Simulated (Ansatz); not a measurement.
Start from FeNi3 in the Cu3Au type structure (space group Pm-3m, No. 221; ferromagnetic).

Space group Pm-3m (No. 221); a = 3.514 Å, b = 3.514 Å, c = 3.514 Å, α = 90.00°, β = 90.00°, γ = 90.00°

```csv
atom,site,symmetry,x,y,z
Ni,3c,4/mm.m,0.0000,0.5000,0.5000
Fe,1a,m-3m,0.0000,0.0000,0.0000
```

Method: r2SCAN, PAW, 500 eV (Ansatz, a quantum-chemistry and plane-wave program; no spin-orbit coupling).

For the base:

| Property | Result |
|---|---|
| Volume per atom | 10.85 Å³ |
| Largest site moment | 3.19 μB |

Perturbation: a hydrostatic pressure of 1.5 GPa.

### Question
What happens to the volume per atom?

### Answer
The volume per atom shrinks by 0.07 Å³ (10.85 Å³ → 10.78 Å³).

### Question
Estimate the effect on the largest site moment.

### Answer
The largest site moment hardly moves (3.19 μB against 3.18 μB).

Other magnetic orders, which the real material may have, were not ruled out. Load acts through the strain it causes; cell and atoms are relaxed under it. Whether these cells are dynamically stable was not tested.
